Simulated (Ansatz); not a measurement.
Start from ZnSe in the zinc blende structure (space group F-43m, No. 216).

```yaml
crystal:
  lattice:
    - [0.00000, 2.81667, 2.81667]
    - [2.81667, 0.00000, 2.81667]
    - [2.81667, 2.81667, 0.00000]
  atoms:
    - { symbol: Zn, position: [0.00000, 0.00000, 0.00000] }
    - { symbol: Se, position: [0.25000, 0.25000, 0.25000] }
```

The values are results of PBEsol, PAW, 420 eV (Ansatz, an electronic-structure program; no SOC), not measurements.

Before the change:

The electron mass is 0.091 mₑ (at Γ) and the hole mass is 0.096, 0.58, 0.58 mₑ (at Γ). The valley order comes out as Γ 1.24 eV; L along ⟨111⟩ 2.48 eV; X along ⟨100⟩ 2.80 eV.

Modification: an isotropic linear strain of −2.00 %, atoms relaxed at fixed cell.

**Question.** How does this affect the electron mass, mean gap deformation potential ΔEg/Δln V, hole mass and valley order?

**Answer.** The electron mass becomes 0.10 mₑ (at Γ) (base: 0.091 mₑ (at Γ)); the mean gap deformation potential ΔEg/Δln V comes out as -4.1 eV; the hole mass (degenerate bands, along [100]) goes from 0.096, 0.58, 0.58 mₑ (at Γ) to 0.11, 0.53, 0.53 mₑ (at Γ); the valley order (the lowest conduction-band minima on the path, energy above the VBM, named in the base's zone) changes from Γ 1.24 eV; L along ⟨111⟩ 2.48 eV; X along ⟨100⟩ 2.80 eV to Γ 1.49 eV; L along ⟨111⟩ 2.58 eV; X along ⟨100⟩ 2.65 eV.

Masses are band curvatures over ±0.01 Å⁻¹ around the edge. Stability against distortions was not tested.
